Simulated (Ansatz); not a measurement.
Hypothetical diamond Fe under a change: 4 layers

The parent structure is Fe in the diamond structure (space group Fd-3m, No. 227; a = 4.8047 Å; non-magnetic; a hypothetical phase, not in the database extracts checked). Axes: x, y, z lie along the cube axes.

Perturbation: a free-standing slab of 4 layers (8 atoms, 2 a layer) is cut normal to [110], with 15 Å of vacuum and the in-plane cell held at bulk.

Level of theory: DFT with PBEsol, PAW potentials and a 420 eV plane-wave cutoff in Ansatz (a program for electronic structure), no SOC. Settings: 14×10×1 k-points, 0.05 eV Fermi–Dirac smearing, for the changed cell.

```csv
quantity,base,changed,shift
layer's space group (with vacuum),–,Pmna (No. 53),–
shortest interatomic distance,2.081 Å,2.039 Å,-0.0414 Å
band gap,zero,zero,–
excess energy per area of both faces (slab less bulk energy over the cell's area: twice a surface energy) (uncertain by up to 0.08 J/m²),–,4.7 J/m²,–
thickness between the outermost nuclei,–,5.22 Å,–
change of the spacing d12 from its bulk value of 1.699 Å,–,+1.1 %,–
change of the spacing d23 from its bulk value of 1.699 Å,–,+4.8 %,–
```

The excess energy carries the mismatch between the slab's and the bulk's meshes. No phonon test of stability was made. Seeded moments were not kept for the base. The final runs are not spin-polarised. Fe has a high density of states at the Fermi level and may be magnetic at this level.
